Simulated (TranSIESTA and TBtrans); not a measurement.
Run with TranSIESTA and TBtrans (open boundaries, self-consistent; PseudoDojo norm-conserving potentials, scalar-relativistic): PAO.BasisSize DZP, PAO.EnergyShift 0.15 eV, XC.Authors PBE, Mesh.Cutoff 200 Ry, ElectronicTemperature 300 K, TS.Voltage 0.0 eV, TBT.Elecs.Eta 0.001 eV, no spin polarisation.

System: Na chain with one bond stretched by 2.0 Å. Leads: straight Na chain, spacing 3.135 Å. Geometry: as built, not relaxed.

Q: Give the largest eigenchannel transmissions at the Fermi level (four at most) and the total.

A: 0.52; total 0.52. The straight chain is held at its spacing; free chains may zigzag or dimerise. No spin-polarised start was tried, so a magnetic state, if there is one, is missed.
